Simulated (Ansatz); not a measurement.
Short convergence ladders for a (001) slab of Se (cut from a parent of space group no. 152; 6 atoms in the cell)

```
Se
1.0
    4.38311     0.00000     0.00000
   -2.19156     3.79589     0.00000
    0.00000     0.00000    22.27471
Se
6
Direct
  0.00000   0.22500   0.38855
  0.77500   0.77500   0.46285
  0.22500   0.00000   0.31426
  0.00000   0.22500   0.61145
  0.77500   0.77500   0.68574
  0.22500   0.00000   0.53715
```

Base method: LDA (PW92), default PAW files made with PBE (plane waves; Ansatz, a program for electronic structure).

Base settings: basis.ecutwfc = 420 eV; kpoints.mp_grid.grid = 5 5 1; hamiltonian.xc = lda; hamiltonian.pseudopotentials = {kind: paw} (the program's default PAW files); scf.occupations.method = fermi_dirac; scf.occupations.width = 0.01 eV.

The count of work is k-points × plane waves × bands × iterations; it is no time. Core times come from one kind of shared machine, to one figure; runs under 30 s give none.

**The vacuum**

The mesh stays at the base's, so the ladder's end is converged at best in this setting alone.

Only quantities that move along the ladder and can be compared are tabulated.

```tsv
vacuum between outermost atoms (Å)	free energy less the last step's (meV/atom)	largest difference of a force vector from the last step's (eV/Å)	count of work / last
3.0	-80.28	0.944	0.26
4.0	-14.84	0.160	0.44
5.0	-2.99	0.033	0.35
6.0	-0.65	0.006	0.37
7.0	-0.15	0.001	0.40
8.0	-0.02	0.000	0.42
10.0	0.00	0.000	0.48
12.0	0.01	0.000	0.53
14.0	0.01	0.000	0.58
17.0	0.00	0.000	0.66
20.0	0.00	0.001	0.74
25.0	-0.03	0.001	0.87
30.0	0.00	0.000	1.0
```

Smallest vacuum between outermost atoms (Å) that holds the free energy within 2 meV/atom of the last step, with all finer ones: 6.0, at 0.37 of the last step's count of work; the step before is off by 3.0 meV/atom.

Smallest vacuum between outermost atoms (Å) that holds the forces within 0.01 eV/Å of the last step, with all finer ones: 6.0, at 0.37 of the last step's count of work; the step before is off by 0.033 eV/Å.

**The k-point mesh**

Only quantities that move along the ladder and can be compared are tabulated.

```csv
kpoints.mp_grid.grid,free energy less the last step's (meV/atom),largest difference of a force vector from the last step's (eV/Å),count of work / last,core time / last (rough)
2 2 1,-25.12,0.424,0.031,–
3 3 1,-11.24,0.145,0.038,–
4 4 1,2.05,0.051,0.053,–
5 5 1,2.17,0.041,0.068,–
6 6 1,0.61,0.027,0.098,–
8 8 1,-0.14,0.021,0.16,–
9 9 1,0.18,0.005,0.19,–
10 10 1,0.14,0.011,0.23,–
12 12 1,-0.07,0.003,0.32,0.3
14 14 1,0.08,0.004,0.43,0.4
16 16 1,-0.05,0.003,0.55,0.6
19 19 1,0.02,0.005,0.75,0.8
22 22 1,0.00,0.000,1.0,1
```

Coarsest kpoints.mp_grid.grid that holds the free energy within 0.5 meV/atom of the last step, with all finer ones: 8 8 1, at 0.16 of the last step's count of work; the step before is off by 0.61 meV/atom.

Coarsest kpoints.mp_grid.grid that holds the forces within 0.01 eV/Å: not settled: the last two steps still differ by 0.005 eV/Å, over half the tolerance, so the ladder does not show it.

Two neighbours can agree and both be off: 4 4 1 and 5 5 1 differ by 0.12 meV/atom in the free energy, yet lie about 2.2 meV/atom from the last step.

**The plane-wave cutoff**

The mesh stays at the base's, so the ladder's end is converged at best in this setting alone.

Only quantities that move along the ladder and can be compared are tabulated.

| basis.ecutwfc | free energy less the last step's (meV/atom) | largest difference of a force vector from the last step's (eV/Å) | count of work / last |
|---|---|---|---|
| 210 eV | 2038.01 | 0.169 | 0.14 |
| 250 eV | 388.39 | 0.074 | 0.16 |
| 295 eV | 35.93 | 0.013 | 0.21 |
| 355 eV | 2.43 | 0.002 | 0.27 |
| 420 eV | 1.27 | 0.001 | 0.35 |
| 505 eV | 0.37 | 0.000 | 0.46 |
| 630 eV | 0.11 | 0.000 | 0.64 |
| 840 eV | 0.00 | 0.000 | 1.0 |

Coarsest basis.ecutwfc that holds the free energy within 1 meV/atom of the last step, with all finer ones: 505 eV; the step before is off by 1.3 meV/atom.

Coarsest basis.ecutwfc that holds the forces within 0.01 eV/Å of the last step, with all finer ones: 355 eV, at 0.27 of the last step's count of work; the step before is off by 0.013 eV/Å.

On the base run: the starting cell has typed, rounded lattice constants, without a prior relaxation at this level. The slab is cut from that crystal, and its faces are unrelaxed. Its lattice was rescaled by up to half a per cent. Spin polarisation is off, though cut faces can carry moments; the slab shows no gap. In the base run, forces exceed 1 eV/Å.

Left out of this page: 1 run of the series outside the window shown, repeating another row's setting, or not comparable.

Keys are those of Ansatz 0.2.
